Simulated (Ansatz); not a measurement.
Effect of x(Ga) = 0.667, 6 atoms, Imm2 on InP

Take InP in the zinc blende structure (space group F-43m, No. 216; a = 5.960 Å) as the base.

The other end (x = 1) is GaP in the zinc blende structure (space group F-43m, No. 216): 20.86 Å³/atom, gap 1.58 eV.

Now apply this change: a fraction x = 0.667 of the In sites is given to Ga, ordered in a cell of 6 atoms (starting symmetry Imm2) and fully relaxed.

The values are results of PBE (Ansatz, a first-principles code; PAW; 420 eV plane waves; no SOC), not measurements. Γ-centred 10×10×10 mesh, Fermi–Dirac width 0.05 eV.

```json
[
 {"quantity": "density", "base": "4.58 g/cm³", "changed": "4.25 g/cm³", "shift": "-0.323 g/cm³"},
 {"quantity": "shortest interatomic distance", "base": "2.581 Å", "changed": "2.385 Å", "shift": "-0.196 Å"},
 {"quantity": "band gap", "base": "0.44 eV", "changed": "1.02 eV", "shift": "+0.58 eV"},
 {"quantity": "gap character (in this cell's own zone, which can be folded)", "base": "direct at Γ", "changed": "direct at Γ", "shift": "–"},
 {"quantity": "electron mass", "base": "0.037 mₑ (at Γ)", "changed": "0.075 mₑ along a, 0.078 mₑ along b, 0.079 mₑ along c (at Γ)", "shift": "–"},
 {"quantity": "valence-band top at Γ (three highest levels, from the VBM)", "base": "0.00, 0.00, 0.00 eV", "changed": "0.00, -0.08, -0.10 eV", "shift": "–"},
 {"quantity": "mixing energy", "base": "–", "changed": "+14 meV/atom", "shift": "–"},
 {"quantity": "deviation of the volume from the linear (Vegard-type) interpolation", "base": "–", "changed": "-0.6 %", "shift": "–"},
 {"quantity": "bowing parameter b of this ordering, from Eg = [1−x] Eg[0] + x Eg[1] − b x [1−x]", "base": "–", "changed": "0.8 eV", "shift": "–"},
 {"quantity": "mean first-shell distances", "base": "–", "changed": "In–P 2.559 Å (end compound 2.581 Å), Ga–P 2.397 Å (end compound 2.384 Å)", "shift": "–"}
]
```

Final structure:

```
CELL_PARAMETERS angstrom
     -1.99413     5.99452     2.83547
      1.99413    -5.99452     2.83547
      1.99413     5.99452    -2.83547
ATOMIC_POSITIONS crystal
  P  0.43822 0.26306 0.17516
  P  0.72199 0.22199 0.50000
  P  0.08790 0.26306 0.82484
  Ga 0.66974 0.00063 0.66911
  In 0.00064 0.00064 0.00000
  Ga 0.33151 0.00063 0.33089
```

Cost of the whole job for the changed cell (relaxation, final SCF and bands): very roughly 9 core-minutes.

These are small ordered cells, not random alloys; other orderings at the same x differ. Masses are band curvatures over ±0.01 Å⁻¹ around the edge. Stability against distortions was not tested. The real GaP has an indirect gap at ambient pressure; PBE orders its close-lying valleys differently. k-point labels follow each cell's own Brillouin zone.
